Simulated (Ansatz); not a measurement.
## Sensitivity of a calculation on Ti7P4 (C2/m, 22 atoms in the cell) to its settings

```xyz
22
Lattice="7.3038 -1.6991 0.0000 7.3038 1.6991 0.0000 -3.4842 0.0000 13.1666" Properties=species:S:1:pos:R:3 pbc="T T T"
Ti    -1.7421     0.0000     6.5833
Ti     7.3038     0.0000     0.0000
Ti     6.0046     0.0000     8.8157
Ti     5.1188     0.0000     4.3509
Ti    11.0692     0.0000     2.5334
Ti     0.0543     0.0000    10.6332
Ti     9.1487     0.0000     9.2956
Ti     1.9747     0.0000     3.8710
Ti     8.0124     0.0000     6.1683
Ti     3.1110     0.0000     6.9983
Ti    11.6339     0.0000    11.0217
Ti    -0.5105     0.0000     2.1448
Ti     8.6515     0.0000    12.6179
Ti     2.4719     0.0000     0.5487
P     10.6397     0.0000     5.1380
P      0.4838     0.0000     8.0286
P      6.0378     0.0000    11.7953
P      5.0856     0.0000     1.3713
P      8.6601     0.0000     2.0711
P      2.4633     0.0000    11.0955
P     11.4430     0.0000     8.5613
P     -0.3196     0.0000     4.6053
```

Base run A: PBEsol, default PAW files made with PBE in Ansatz (an electronic-structure program), self-consistent single point.

Its settings: basis.ecutwfc = 420 eV; kpoints.mp_grid.grid = 6 6 2; hamiltonian.xc = pbesol; hamiltonian.pseudopotentials = {kind: paw} (the program's default PAW files); scf.occupations.method = cold; scf.occupations.width = 0.1 eV.

The starting cell comes from a database of computed structures (which also holds hypothetical and non-ambient phases and stackings), without a prior relaxation at this level. Spin polarisation is off, so a magnetic state, if there is one, cannot be reached. In the base run, with a pressure of about -4 GPa the cell is away from its equilibrium volume at this level. Ansatz's pressure includes its estimate of the finite-basis (Pulay) stress.

ΔF is the free energy per atom less that of run A. 

Run A gave: pressure (GPa) -4.42; largest force (eV/Å) 0.108; k-points 26.

Runs:
- B: kpoints.mp_grid.shift: default → 0.5 0.5 0.5
- C: scf.occupations.width: 0.1 eV → 0.025 eV
- D: scf.mixing.algorithm: default (the program chose MSR1) → broyden; scf.mixing.beta: default → 0.1
- E: scf.mixing.preconditioner: default (the program chose Kerker) → kerker; scf.mixing.q_tf: default → 0.5

### Question
What does run C change against A?

### Answer
The free energy stays essentially unchanged (within 1 meV/atom), the pressure stays at -4.42 GPa and the largest force goes from 0.108 to 0.115 eV/Å.

### Question
What does run B change against A?

### Answer
The free energy hardly moves (within 1 meV/atom), the pressure stays at -4.42 GPa and the largest force goes from 0.108 to 0.097 eV/Å.

| run | ΔF (meV/atom) | pressure (GPa) | largest force (eV/Å) | k-points |
|---|---|---|---|---|
| A | 0.00 | -4.42 | 0.108 | 26 |
| B | 0.01 | -4.42 | 0.097 | 21 |
| C | 0.00 | -4.42 | 0.115 | 26 |
| D | 0.00 | -4.42 | 0.108 | 26 |
| E | 0.00 | -4.42 | 0.108 | 26 |

Keys are those of Ansatz 0.2.
